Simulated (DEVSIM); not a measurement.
System: illuminated In0.53Ga0.47As p-on-n cell, one wavelength, at 300 K.

```
layer (left to right)        material  thickness (μm)  Nd (cm⁻³)  Na (cm⁻³)  τn (s)   τp (s)  absorption coefficient (cm⁻¹)
---------------------  --------------  --------------  ---------  ---------  ------  -------  -----------------------------
1                      In0.53Ga0.47As           0.370          -     6.3e17  4.6e-9  1.4e-10                          46000
2                      In0.53Ga0.47As            1.30     1.1e16          -  7.6e-9   7.6e-9                          46000
```

Left contact: ohmic, minority electron recombination velocity 2e5 cm/s. Right contact: ohmic, minority hole recombination velocity 700 cm/s. Voltage is applied to the left contact. Recombination: SRH at mid-gap, radiative, Auger. Light enters at the left, 1.1e18 photons cm⁻² s⁻¹, one pass, no reflection. Mobility is constant in doping. Where it depends on doping, it is μmin + (μ − μmin)/(1 + (N/Nref)^α).

This is a model device: material constants are rounded textbook-type values typed into the input, and sizes, dopings and lifetimes were drawn at random. Values at 300 K; Nc and Nv go as T^1.5, mobilities as T to minus their exponent, the gap by Varshni's rule with the affinity fixed. The table also holds parameters that only a changed run uses.

```csv
parameter,In0.53Ga0.47As
gap (eV),0.74
affinity (eV),4.51
permittivity,13.9
Nc (cm⁻³),2.1e17
Nv (cm⁻³),7.7e18
μn (cm²/Vs),12000
μp (cm²/Vs),300
"μn,min",300
"μp,min",10
"Nref,n",1.3e17
"Nref,p",4.9e17
αn,0.48
αp,0.4
T exponent of μn,1.6
T exponent of μp,1.6
B (cm³/s),9.6e-11
Cn (cm⁶/s),5e-29
Cp (cm⁶/s),5e-29
Varshni α (eV/K),0.00035
Varshni β (K),190
```

Simulated with DEVSIM: 1D drift-diffusion, Boltzmann statistics, complete ionisation; no tunnelling, impact ionisation, image-force lowering or self-heating.

Base results: dark forward voltage at 1 A/cm² (V) 0.401; largest field in the device at zero bias (V/cm) 51000; potential step across the device at zero bias (V) 0.599; dark forward voltage at 100 A/cm² (V) 0.548.

### Question
What follows from this one change: recombination velocity at the right contact 700 → 1e+06 cm/s?

### Answer
dark forward voltage at 1 A/cm² 0.401 → 0.367 V; largest field in the device at zero bias little changed (51000 V/cm); potential step across the device at zero bias little changed (0.599 V); dark forward voltage at 100 A/cm² 0.548 → 0.498 V.

### Question
What follows from this one change: minority lifetime in layer 2 7.6e-09 → 7.6e-10 s?

### Answer
dark forward voltage at 1 A/cm² 0.401 → 0.356 V; largest field in the device at zero bias little changed (51000 V/cm); potential step across the device at zero bias little changed (0.599 V); dark forward voltage at 100 A/cm² 0.548 → 0.533 V.

### Question
What follows from this one change: temperature 300 → 500 K?

### Answer
dark forward voltage at 1 A/cm² 0.401 → 0.066 V; largest field in the device at zero bias 51000 → 56000 V/cm; potential step across the device at zero bias 0.599 → 0.377 V; dark forward voltage at 100 A/cm² 0.548 → 0.292 V.
